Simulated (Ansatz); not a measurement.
Functionals compared on the (11-20) surface of hcp Hf in its 1x1 cell, outermost plane spacing 1.60 Å in the ideal cut, in Ansatz (plane waves, PAW). The structure was relaxed with PBE; the other rows are single points on it, each with its references at the same level. Cutoff 420 eV (500 eV for r2SCAN).

Model: 14-atom slab, 9.6 Å thick at the start (thin: gaps and levels are the slab's own), 8x7x1 mesh, Fermi-Dirac 0.1 eV, dipole correction, all atoms relaxed; symmetry of the start imposed; no spin, no spin-orbit, no U. These notes are the PBE run's.

```json
[
 {"functional": "PBE", "surface energy (J/m²)": "1.85", "work function of the top face (eV)": "3.21", "rough cost of the single point": "–"},
 {"functional": "LDA", "surface energy (J/m²)": "2.10", "work function of the top face (eV)": "3.47", "rough cost of the single point": "roughly 2.1 core-minutes"},
 {"functional": "PBEsol", "surface energy (J/m²)": "2.03", "work function of the top face (eV)": "3.27", "rough cost of the single point": "about 2.2 core-minutes (a rough figure)"},
 {"functional": "RPBE", "surface energy (J/m²)": "1.72", "work function of the top face (eV)": "3.07", "rough cost of the single point": "around 2.7 core-minutes (rough)"},
 {"functional": "r2SCAN", "surface energy (J/m²)": "2.01", "work function of the top face (eV)": "3.15", "rough cost of the single point": "very roughly 4 core-minutes"}
]
```

Ansatz is a program for electronic structure.
